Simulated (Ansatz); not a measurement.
The reference is InPd in the CsCl type structure (space group Pm-3m, No. 221; a = 3.248 Å; relaxed with 0.1 eV smearing). Axes: x, y, z lie along the cube axes.

Computed with PBEsol in Ansatz (plane waves to 420 eV, PAW, spin-orbit coupling left out).

The change: the cell is compressed by 1.00 % along z with no lateral relaxation; the atoms relax in the strained cell.

Problem. Predict the stress tensor and what it implies for the stiffness.

Solution. Stress of the strained cell less that of the base (GPa, compression positive):
```
    1.3     0.0     0.0
    0.0     1.3     0.0
    0.0     0.0     1.6
```

Then −Δσ_ii/ε with ε = -0.0100 gives relaxed-ion elastic constants: C33 ≈ 161 GPa, C13 ≈ 130 GPa and C23 ≈ 130 GPa.

No phonon test of stability was made. All final runs are without spin polarisation.

Ansatz is a first-principles code.
